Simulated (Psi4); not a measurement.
Psi4 1.11, R2SCAN/def2-svp: Ge(F)(I)3 ([F][Ge]([I])([I])[I]), 5 atoms. The geometry is a generated start, not checked to be a minimum at this level.

```yaml
task: gradient
method: r2scan
basis: def2-svp
memory: 7 GB
scf_type: df (default)
guess: auto, which took SAD (default)
diis_max_vecs: 10 (default)
scf_initial_accelerator: adiis (default)
e_convergence: 1e-08 (default)
d_convergence: 1e-08 (default)
effective_core_potentials: those of the basis set, past Kr
basis functions (reference run): 124
grid points (reference run): 870374
```

```xyz
5

F      0.0223    -0.0201     1.8325
Ge     0.0028    -0.0001     0.0504
I      2.2827    -0.8360    -0.6729
I     -0.4277     2.4086    -0.5959
I     -1.8802    -1.5524    -0.6142
```

Yardstick: the run with dft_radial_points = 200, dft_spherical_points = 974, dft_pruning_scheme = none (default), which is not proven converged either. One run each, on a shared machine, so no times are given.

Settings tried, all else as in the reference:
- dft_radial_points = 25, dft_spherical_points = 50
- dft_radial_points = 75 (default), dft_spherical_points = 302 (default), dft_pruning_scheme = robust
- dft_radial_points = 75 (default), dft_spherical_points = 302 (default), dft_pruning_scheme = treutler
- dft_radial_points = 99, dft_spherical_points = 590, dft_pruning_scheme = robust
- dft_radial_points = 150, dft_spherical_points = 770
- dft_radial_points = 50, dft_spherical_points = 194
- dft_radial_points = 75 (default), dft_spherical_points = 302 (default)
- dft_radial_points = 99, dft_spherical_points = 590
- dft_radial_points = 99, dft_spherical_points = 590, dft_pruning_scheme = treutler
- dft_radial_points = 75 (default), dft_spherical_points = 434
- dft_radial_points = 35, dft_spherical_points = 110

**Question.** Which of these stay within 1.0 meV/atom in energy, 10 meV/Å in forces (largest component) of the reference run?

**Answer.** Within it: dft_radial_points = 150, dft_spherical_points = 770. Outside: dft_radial_points = 75 (default), dft_spherical_points = 434; dft_radial_points = 75 (default), dft_spherical_points = 302 (default); dft_radial_points = 75 (default), dft_spherical_points = 302 (default), dft_pruning_scheme = robust; dft_radial_points = 99, dft_spherical_points = 590, dft_pruning_scheme = robust; dft_radial_points = 99, dft_spherical_points = 590; dft_radial_points = 99, dft_spherical_points = 590, dft_pruning_scheme = treutler; dft_radial_points = 75 (default), dft_spherical_points = 302 (default), dft_pruning_scheme = treutler; dft_radial_points = 50, dft_spherical_points = 194; dft_radial_points = 35, dft_spherical_points = 110; dft_radial_points = 25, dft_spherical_points = 50.

```json
[
 {"setting": "the reference", "grid points": "870374", "energy against the reference": "—", "difference in forces (largest component)": "—"},
 {"setting": "dft_radial_points = 150, dft_spherical_points = 770", "grid points": "517995", "energy against the reference": "+0.16 meV/atom", "difference in forces (largest component)": "2.7 meV/Å"},
 {"setting": "dft_radial_points = 75 (default), dft_spherical_points = 434", "grid points": "147850", "energy against the reference": "+0.26 meV/atom", "difference in forces (largest component)": "33 meV/Å"},
 {"setting": "dft_radial_points = 75 (default), dft_spherical_points = 302 (default)", "grid points": "103267", "energy against the reference": "+0.32 meV/atom", "difference in forces (largest component)": "42 meV/Å"},
 {"setting": "dft_radial_points = 75 (default), dft_spherical_points = 302 (default), dft_pruning_scheme = robust", "grid points": "89539", "energy against the reference": "+0.33 meV/atom", "difference in forces (largest component)": "44 meV/Å"},
 {"setting": "dft_radial_points = 99, dft_spherical_points = 590, dft_pruning_scheme = robust", "grid points": "230026", "energy against the reference": "+5.1 meV/atom", "difference in forces (largest component)": "6.9 meV/Å"},
 {"setting": "dft_radial_points = 99, dft_spherical_points = 590", "grid points": "263674", "energy against the reference": "+5.1 meV/atom", "difference in forces (largest component)": "6.9 meV/Å"},
 {"setting": "dft_radial_points = 99, dft_spherical_points = 590, dft_pruning_scheme = treutler", "grid points": "210394", "energy against the reference": "+7.6 meV/atom", "difference in forces (largest component)": "120 meV/Å"},
 {"setting": "dft_radial_points = 75 (default), dft_spherical_points = 302 (default), dft_pruning_scheme = treutler", "grid points": "83731", "energy against the reference": "+2.5 meV/atom", "difference in forces (largest component)": "150 meV/Å"},
 {"setting": "dft_radial_points = 50, dft_spherical_points = 194", "grid points": "44483", "energy against the reference": "+67 meV/atom", "difference in forces (largest component)": "130 meV/Å"},
 {"setting": "dft_radial_points = 35, dft_spherical_points = 110", "grid points": "17747", "energy against the reference": "−460 meV/atom", "difference in forces (largest component)": "510 meV/Å"},
 {"setting": "dft_radial_points = 25, dft_spherical_points = 50", "grid points": "5762", "energy against the reference": "+630 meV/atom", "difference in forces (largest component)": "1700 meV/Å"}
]
```

Total energies are compared; such shifts often cancel in part in energy differences. The gradients leave out the derivatives of the grid weights. The tolerance is a choice made for this comparison.
